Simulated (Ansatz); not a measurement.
The parent structure is InSb in the zinc blende structure (space group F-43m, No. 216; a = 6.556 Å). Axes: x, y, z lie along the cube axes.

Structures relaxed with r2SCAN/PAW in Ansatz (a first-principles code), no SOC.

Base:

Simulated powder pattern, Mo Kα, λ = 0.71073 Å (kinematic, ideal powder, no thermal factors, no anomalous dispersion; the 10 strongest lines at most, above 2 %, up to 2θ = 40°):

| 2θ (°) | I/Imax (%) | hkl |
|---|---|---|
| 10.77 | 100 | (111) |
| 17.64 | 86 | (220) |
| 20.71 | 56 | (311) |
| 25.04 | 16 | (400) |
| 27.33 | 25 | (331) |
| 30.80 | 34 | (422) |
| 32.72 | 18 | (511) |
| 35.71 | 10 | (440) |
| 37.41 | 18 | (531) |

After one change:

Simulated powder pattern, Mo Kα, λ = 0.71073 Å (kinematic, ideal powder, no thermal factors, no anomalous dispersion; the 10 strongest lines at most, above 2 %, up to 2θ = 40°):

```csv
2θ (°),I/Imax (%)
10.67,86
10.88,87
17.38,26
17.64,100
17.90,24
20.55,34
20.88,31
25.05,28
30.50,20
31.11,19
```

Name the change that was made.
(A) isotropic strain −2.90 %
(B) tensor shear ε_xz = +1.45 %
(C) uniaxial strain ε_yy = +1.10 %
(D) biaxial strain −0.78 %, plane normal [001], relaxed out of plane

B, tensor shear ε_xz = +1.45 %. Its volume per atom is 35.21 Å³ against 35.22 Å³, and its space group is Imm2 (No. 44).

Whether these cells are dynamically stable was not tested. All final runs are without spin polarisation.
